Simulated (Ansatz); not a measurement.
**BiVO₄ (I4₁/a, No. 88; start COD 9012062; high-temperature phase): properties by level of theory**

```json
[
 {"level (code)": "LDA (Ansatz)", "lattice parameter a (Å)": "[?]", "c axis length (Å)": "11.431"},
 {"level (code)": "PBE (Ansatz)", "lattice parameter a (Å)": "[?]", "c axis length (Å)": "11.780"},
 {"level (code)": "PBE-D3(BJ) (Ansatz)", "lattice parameter a (Å)": "5.135", "c axis length (Å)": "11.668"},
 {"level (code)": "r²SCAN (Ansatz)", "lattice parameter a (Å)": "5.121", "c axis length (Å)": "11.621"},
 {"level (code)": "r²SCAN+rVV10 (Ansatz)", "lattice parameter a (Å)": "5.106", "c axis length (Å)": "11.567"}
]
```

Q: What belongs in the gaps?

A: 
- LDA (Ansatz, a program for electronic structure), lattice parameter a (Å): 5.063
- PBE (Ansatz), lattice parameter a (Å): 5.166

Caveats: the relaxation could not lower the start's symmetry, so the cell can be a saddle point above a distorted one (LDA, PBE, PBE-D3(BJ), r²SCAN, r²SCAN+rVV10). Ansatz's density-functional and Hartree–Fock values are scalar-relativistic unless marked +SOC, with PAW data made under PBE.

The crystal itself was run without spin with LDA, PBE, PBE-D3(BJ), r²SCAN, r²SCAN+rVV10.

Computed values are for the static lattice.
